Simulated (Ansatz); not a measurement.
# Worked example: self-consistent single point of HfTeSe (P3m1, 3 atoms in the cell) in Ansatz

Level of theory: PBEsol, default PAW files made with PBE (plane waves; Ansatz, a quantum-chemistry and plane-wave program).

Input:

Ansatz 0.2 input:
```yaml
# HfTeSe
crystal:
  lattice:
    - [3.86459000, 0.00000000, 0.00000000]
    - [-1.93229500, 3.34683300, 0.00000000]
    - [0.00000000, 0.00000000, 6.73573200]
  atoms:
    - { symbol: Hf, position: [0.00000000, 0.00000000, 0.98919300] }
    - { symbol: Te, position: [0.66666700, 0.33333300, 0.25072000] }
    - { symbol: Se, position: [0.33333300, 0.66666700, 0.76752000] }
basis:
  ecutwfc: 420.0 eV
kpoints:
  mp_grid: { grid: [10, 10, 5] }
hamiltonian:
  xc: pbesol
  pseudopotentials: { kind: paw }
scf:
  occupations: { method: fermi_dirac, width: 0.1 eV }
output:
  forces: true
  eigenvalues: true
  stress: true
```

Output, abridged:

```
WARN the atoms were moved onto the symmetric positions of the space group found under crystal.symmetry.tolerance 1.0e-5 (fractional …
WARN ansatz: RAYON_NUM_THREADS=1 ignored (pool sized by the plan → 1); use --threads N
Pseudopotentials: kind: paw
Pseudopotential: Hf, paw, valence charge 26
Pseudopotential: Te, paw, valence charge 16
Pseudopotential: Se, paw, valence charge 16
Crystal: 3 atoms, lattice volume = 87.121 Å³
Basis set: ecut = 420 eV, 1727 PW (Γ), exchange–correlation on 54×54×96 points (8 copies of the dense FFT grid, shifted against one another)
Bands: 35, of which v1, the nominal top of the filled ones, is band 29 counted from 1 (28 counted from 0)
Symmetry: 6 space group operations
Space group: P3m1 (ITA 156), of the structure as read, at distance tolerance 4.4e-5 Å
k-points: 58 of 500 (time reversal used)
PAW frozen core: Hf, regenerated for the run's functional, and the local potential with it
PAW frozen core: Te, regenerated for the run's functional, and the local potential with it
PAW frozen core: Se, regenerated for the run's functional, and the local potential with it
Initial density: superposition of atomic densities (neutral atoms: chi_scale 0, normalization atom), corrected by the library's trained network
Initial wavefunctions: pseudopotential atomic-orbital guess
Eigensolver: davidson
Functional: x = pbesol(κ = 0.804, μ = 0.12345679012345678), c = pbesol(β = 0.046)
SCF iter   1: F=—  HF=-27926.885838 eV  |F-HF|=—  |Δ(HF+E_count)|=         —  Δρ=3.37e-3  dr2=1.98e-2  ethr=1.77e-3  ⟨swp⟩=5.9  Hψ=7504  notcnv=0
all-band conjugate gradients solve this SCF's bands
preconditioner: auto → LDOS
SCF iter   2: F=—  HF=-27926.890218 eV  |F-HF|=—  |Δ(HF+E_count)|=   4.38e-3  Δρ=3.62e-3  dr2=3.58e-2  ethr=3.42e-5  ⟨swp⟩=2.0  Hψ=4466  notcnv=0
preconditioner: auto → Resta (q_TF=auto, 2.549 Å⁻¹)
SCF iter   3: F=—  HF=-27926.881831 eV  |F-HF|=—  |Δ(HF+E_count)|=   8.39e-3  Δρ=7.13e-4  dr2=3.66e-4  ethr=3.42e-5  ⟨swp⟩=2.1  Hψ=3404  notcnv=0
SCF iter   4: F=—  HF=-27926.882029 eV  |F-HF|=—  |Δ(HF+E_count)|=   1.98e-4  Δρ=1.92e-4  dr2=5.51e-5  ethr=6.31e-7  ⟨swp⟩=2.0  Hψ=3106  notcnv=0
SCF iter   5: F=—  HF=-27926.882038 eV  |F-HF|=—  |Δ(HF+E_count)|=   8.70e-6  Δρ=7.86e-5  dr2=8.36e-6  ethr=9.51e-8  ⟨swp⟩=2.0  Hψ=3713  notcnv=0
SCF iter   6: F=—  HF=-27926.882044 eV  |F-HF|=—  |Δ(HF+E_count)|=   5.85e-6  Δρ=3.57e-5  dr2=1.49e-6  ethr=1.44e-8  ⟨swp⟩=2.0  Hψ=3076  notcnv=0
SCF iter   7: F=—  HF=-27926.882046 eV  |F-HF|=—  |Δ(HF+E_count)|=   2.23e-6  Δρ=1.48e-5  dr2=2.70e-7  ethr=2.57e-9  ⟨swp⟩=2.0  Hψ=3078  notcnv=0
SCF iter   8: F=-27926.882046 eV  HF=-27926.882046 eV  |F-HF|=2.79e-8  |Δ(HF+E_count)|=   4.42e-7  Δρ=4.19e-6  dr2=2.38e-8  ethr=1.72e-10  ⟨swp⟩=6.1  Hψ=8573  notcnv=0
SCF 1 converged in 8 iterations: F = -27926.882046 eV  dr2 = 2.38e-8
SCF converged after 8 iterations
Free energy (F): -27926.882046 eV
Harris-Foulkes:  -27926.882046 eV  (|F-HF|=2.79e-8)
Internal energy: -27926.867131 eV  (E = F + TS)
E sigma→0 (E₀):  -27926.874589 eV
Entropy (-TS):   -0.014915 eV (-4.972 meV/atom)
Fermi energy:    10.238245 eV
--- Per-component energies (eV) ---
  E_band       = -818.244173
  E_kinetic    = 720.966172
  E_local      = -11837.659239  (includes V_loc(G=0)·N_el)
  E_nonlocal   = -2139.235973
  E_hartree    = 5822.589711
  E_xc         = -523.906666
  E_vxc        = -467.609519  (∫ρ·V_xc dr)
  E_paw        = -13258.616207  (= ΣΔE_a)
  E_vpaw       = 1260.108538  (= ΣTr[D̂ρ^β])
  E_aug_tail   = -0.000807  (compensation charges beyond the density's cutoff)
  E_ewald      = -6713.638479
  E_core_change = 2.634357  (= ΣΔE_core)
  E_smearing   = -0.014915  (= −TS)
  E_closure    = -0.000000  (closes the sum)
  Σ components = -27926.882046   (vs F -27926.882046, Δ=0.00e0)
--- Forces (eV/Å), atoms counted from 1 ---
  atom   1  Hf    -0.00000000    -0.00000000    -0.77169290
  atom   2  Te     0.00000000     0.00000000     0.60524059
  atom   3  Se     0.00000000    -0.00000000     0.16640760
  max |Σ_I F_I| component: 4.47e-5 eV/Å
--- Stress (GPa, compression-positive) ---
       -1.423186       0.000000       0.000000
        0.000000      -1.423186       0.000000
        0.000000       0.000000       0.731869
  P = ⅓ Tr σ = -0.7048 GPa (-7.048 kbar)
  The stress holds the Pulay correction. Without it, at fixed plane waves, as pw.x and ABINIT print it: P = -0.7325 GPa
--- Band table (eV; the first three rows and the last of 58) ---
  k-point 0: bands = ["-52.5942", "-37.2246", "-37.2246", "-37.2190", "-37.2169", "-37.2169", "-25.9988", "-25.9988", "-25.9714", "-25.9714", "-25.9565", "-21.2408", "-21.2019", "-21.2019", "-3.2238", "-2.5806", "-2.5559", "-2.5522", "-2.5522", [...]
  k-point 1: bands = ["-52.5942", "-37.2246", "-37.2246", "-37.2190", "-37.2169", "-37.2169", "-25.9988", "-25.9988", "-25.9714", "-25.9714", "-25.9565", "-21.2408", "-21.2019", "-21.2019", "-3.2025", "-2.5804", "-2.5559", "-2.5522", "-2.5522", [...]
  k-point 2: bands = ["-52.5942", "-37.2246", "-37.2246", "-37.2190", "-37.2169", "-37.2169", "-25.9988", "-25.9988", "-25.9714", "-25.9714", "-25.9565", "-21.2408", "-21.2019", "-21.2019", "-3.1664", "-2.5801", "-2.5559", "-2.5522", "-2.5522", [...]
  k-point 57: bands = ["-52.5916", "-37.2246", "-37.2243", "-37.2187", "-37.2168", "-37.2167", "-25.9967", "-25.9943", "-25.9738", "-25.9719", "-25.9527", "-21.2797", "-21.2601", "-21.2118", "-2.6629", "-2.5731", "-2.5699", "-2.5564", "-2.5548", [...]
```

The run converged in 8 iterations.

The starting cell comes from a database of computed structures (which also holds hypothetical and non-ambient phases and stackings), without a prior relaxation at this level. Its lattice was rescaled by up to half a per cent. One atom was moved a little off its site on purpose. Spin-orbit coupling is off. Ansatz's pressure includes its estimate of the finite-basis (Pulay) stress.
